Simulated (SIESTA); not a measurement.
```
CELL_PARAMETERS angstrom
      4.44799    -3.04231     0.00000
      4.44799     3.04231     0.00000
     -4.02061     0.00000     4.43171
ATOMIC_POSITIONS crystal
  Co 0.53523 0.53523 0.28251
  Co 0.46477 0.46477 0.71749
  Co 0.00000 0.00000 0.50000
  Co 0.00000 0.00000 0.00000
  O  0.17707 0.17707 0.42948
  O  0.82293 0.82293 0.57052
  O  0.70132 0.29868 0.50000
  O  0.29868 0.70132 0.50000
  O  0.69634 0.30366 0.00000
  O  0.30366 0.69634 0.00000
  F  0.21608 0.21608 0.96238
  F  0.78392 0.78392 0.03762
```
Moments meant for the start (each program seeds them in its own way; μB, in the order of the atoms Co Co Co Co O O O O O O F F): 3.0 3.0 3.0 3.0 0.0 0.0 0.0 0.0 0.0 0.0 0.0 0.0.

Method: LDA PW92, numerical atomic orbitals DZP, PseudoDojo LDA standard norm-conserving potentials (rewritten from UPF to PSML) run with SIESTA.

The set-up and first iterations of a SIESTA log for Co₂O₃F (C2/m, 12 atoms in the cell):

```
reinit: Reading from file input.fdf

reinit: System Name: Co2O3F
reinit: System Label: Co2O3F

NOTE on units for spin output:
{S} is the spin magnetic moment, in units of the Bohr magneton,
assuming a g-factor for the electron spin of exactly 2.
The spin magnetic moment is then numerically equal to the charge inbalance,
in units of electrons, between the spin-up and -down channels.

coor:   Atomic-coordinates input format  =     Cartesian coordinates
coor:                                          (in Angstroms)

siesta: Atomic coordinates (Bohr) and species
siesta:      6.85127  -0.00000   2.36594  1        1
siesta:      2.36185   0.00000   6.00878  1        2
siesta:     -3.79893   0.00000   4.18736  1        3
siesta:      0.00000   0.00000   0.00000  1        4
siesta:     -0.28641  -0.00000   3.59677  2        5
siesta:      9.49953   0.00000   4.77794  2        6
siesta:      4.60656  -2.31483   4.18736  2        7
   [... lines left out ...]
diag: Use parallel 2D distribution                  =   F
diag: Parallel block-size                           = 64
diag: Parallel distribution                         =     1 x     1
diag: Used triangular part                          = Lower
diag: Absolute tolerance                            =  0.100E-15
diag: Orthogonalization factor                      =  0.100E-05
diag: Memory factor                                 =  1.0000

superc: Internal auxiliary supercell:     5 x     5 x     5  =     125
superc: Number of atoms, orbitals, and projectors:   1500  22500  22000

                        Single-point calculation

superc: Internal auxiliary supercell:     5 x     5 x     5  =     125
superc: Number of atoms, orbitals, and projectors:   1500  22500  22000

outcell: Unit cell vectors (Ang):
        4.447995   -3.042310    0.000000
        4.447995    3.042310    0.000000
       -4.020614    0.000000    4.431709

outcell: Cell vector modules (Ang)   :    5.388906    5.388906    5.983760
outcell: Cell angles (23,13,12) (deg):    123.6833    123.6833     68.7422
outcell: Cell volume (Ang**3)        :    119.9414
new_DM -- step:     1
Initializing Density Matrix...

Attempting to read DM from file... Failed...
DM filled with atomic data (user-defined):

InitMesh: MESH = 48 x 48 x 48 = 110592
InitMesh: Mesh cutoff (required, used) =   300.000   318.686 Ry

stepf: Fermi-Dirac step function
        iscf     Eharris(eV)        E_KS(eV)     FreeEng(eV)     dDmax    Ef(eV) dHmax(eV)
   scf:    1   -20417.630509   -20583.165335   -20583.634687  0.841613 -2.925070 28.854204
     spin moment: {S} , |S| = {        0.0        0.0   13.62246 }    13.62246
   scf:    2   -20613.391271   -20613.899218   -20614.307708  0.380530 -4.538622 29.469105
     spin moment: {S} , |S| = {        0.0        0.0   11.69039 }    11.69039
   scf:    3   -20425.263095   -20586.405906   -20586.691347  0.853494 -5.365773 38.509840
     spin moment: {S} , |S| = {        0.0        0.0   10.64155 }    10.64155
   scf:    4   -20588.956835   -20635.864200   -20636.211245  0.804777 -6.422009 15.741817
     spin moment: {S} , |S| = {        0.0        0.0    6.73951 }     6.73951
   scf:    5   -20663.585588   -20653.817254   -20654.179148  0.144759 -6.246808  7.010693
     spin moment: {S} , |S| = {        0.0        0.0    8.14930 }     8.14930
   scf:    6   -20594.492986   -20639.572960   -20640.025229  0.267500 -5.457903 17.799436
     spin moment: {S} , |S| = {        0.0        0.0   10.15210 }    10.15210
   scf:    7   -20654.107399   -20648.008412   -20648.467276  0.115885 -5.712085 11.277169
     spin moment: {S} , |S| = {        0.0        0.0    9.54657 }     9.54657
   scf:    8   -20657.646636   -20656.774125   -20657.143708  0.133056 -6.279913  2.683047
     spin moment: {S} , |S| = {        0.0        0.0    8.22639 }     8.22639
   [... lines left out ...]
```

Q: Will this run converge, and how will it end?

A: The run converged in 33 iterations. Convergence of the loop says nothing yet on basis, mesh or lower states. It ends on: free energy E − TS -20657.8666 eV; Fermi level (on the code's own zero) -6.33 eV; pressure -25.11 GPa; largest force (vector length) 1.100 eV/Å; size of the cell's spin moment 4.58 μB; site moments (μB, in the program's spheres or projections) Co 0.33, Co 0.33, Co 1.32, Co 1.52, O 0.19, O 0.19, O 0.14, O 0.14, O 0.13, O 0.13, F 0.08, F 0.08. The log goes on:

```
   scf:   23   -20657.560443   -20657.558045   -20657.851935  0.003890 -6.338144  0.051590
     spin moment: {S} , |S| = {        0.0        0.0    5.41920 }     5.41920
   [... lines left out ...]
   scf:   30   -20657.555220   -20657.554901   -20657.865285  0.006279 -6.326331  0.034491
     spin moment: {S} , |S| = {        0.0        0.0    4.69598 }     4.69598
   scf:   31   -20657.554345   -20657.553787   -20657.866201  0.005812 -6.325424  0.043728
     spin moment: {S} , |S| = {        0.0        0.0    4.59557 }     4.59557
   scf:   32   -20657.551998   -20657.552536   -20657.866494  0.003673 -6.325141  0.025159
     spin moment: {S} , |S| = {        0.0        0.0    4.52407 }     4.52407
   scf:   33   -20657.555841   -20657.554149   -20657.866584  0.002336 -6.328639  0.054961
     spin moment: {S} , |S| = {        0.0        0.0    4.57919 }     4.57919
SCF Convergence by FreeE criterion
|FreeE_i-FreeE_(i-1)| (eV) <     0.00010000
max |DM_out - DM_in|         :     0.0023361769
max |H_out - H_in|      (eV) :     0.0549606538
SCF cycle converged after 33 iterations

Using DM_out to compute the final energy and forces

siesta: E_KS(eV) =           -20657.5541

siesta: E_KS - E_eggbox =    -20657.5541

siesta: Atomic forces (eV/Ang):
     1   -0.311451    0.000000    0.025579
     2    0.311805   -0.000000   -0.025433
     3    0.000029   -0.000000    0.000072
     4    0.000077   -0.000000    0.000025
     5    0.380224    0.000000    0.028216
     6   -0.381502    0.000000   -0.029373
     7    0.000726    1.099817   -0.000599
     8    0.000726   -1.099817   -0.000599
     9   -0.000549    0.377438    0.000827
    10   -0.000549   -0.377438    0.000827
    11   -0.143712    0.000000   -0.023678
    12    0.144177    0.000000    0.024135
   Tot   -0.000001    0.000000   -0.000000
   Max    1.099817
   [... lines left out ...]
siesta: FreeEng =    -20657.866584
siesta: Cell volume =        119.941365 Ang**3
siesta:        -251.06390525       -227.83011346  kBar
   [... lines left out ...]
     3     0.856957   16.143043    1.323788  Co
     4     0.838754   16.161246    1.517016  Co
     5    -0.461446    6.461446    0.191679  O
     6    -0.461414    6.461414    0.191674  O
     7    -0.447527    6.447527    0.138804  O
     8    -0.447527    6.447527    0.138804  O
     9    -0.453950    6.453950    0.132305  O
    10    -0.453950    6.453950    0.132305  O
    11    -0.286191    7.286191    0.076247  F
    12    -0.286193    7.286193    0.076246  F
 Total     0.000000                4.579187
```

For comparison: a first run was changed to give this one (SCF.DM.Tolerance: 1.0E-05 → default; SCF.DM.Converge: default → false; SCF.H.Converge: default → false; SCF.FreeE.Converge: default → true; SCF.FreeE.Tolerance: default → 1.0E-04 eV), and from it to this one the free energy hardly moves (within 1 meV/atom), the pressure moves little (-25.07 to -25.11 GPa), the largest force goes from 1.119 to 1.100 eV/Å and the size of the net moment stays at 0.38 μB/atom.

The starting cell comes from a database of computed structures (which also holds hypothetical and non-ambient phases and stackings), without a prior relaxation at this level. The magnetic order is the one reached from the typed start; others were not searched systematically. Values carry the incompleteness of an atom-centred basis. With a pressure of about -25 GPa the cell is away from its equilibrium volume at this level. Forces in this geometry exceed 1 eV/Å.

The run was DFT, LDA PW92, numerical atomic orbitals DZP, PseudoDojo LDA standard norm-conserving potentials (rewritten from UPF to PSML). Main settings of its input:

```
key                                      value
---------------------  -----------------------
XC.functional                              LDA
XC.authors                                PW92
potentials             PseudoDojo LDA standard
PAO.BasisSize                              DZP
PAO.EnergyShift                       0.005 Ry
MeshCutoff                              300 Ry
kgrid.MonkhorstPack                      6 6 6
OccupationFunction                          FD
ElectronicTemperature                  100 meV
Spin                                 polarized
MaxSCFIterations                           150
SCF.Mixer.Method                         Pulay
```
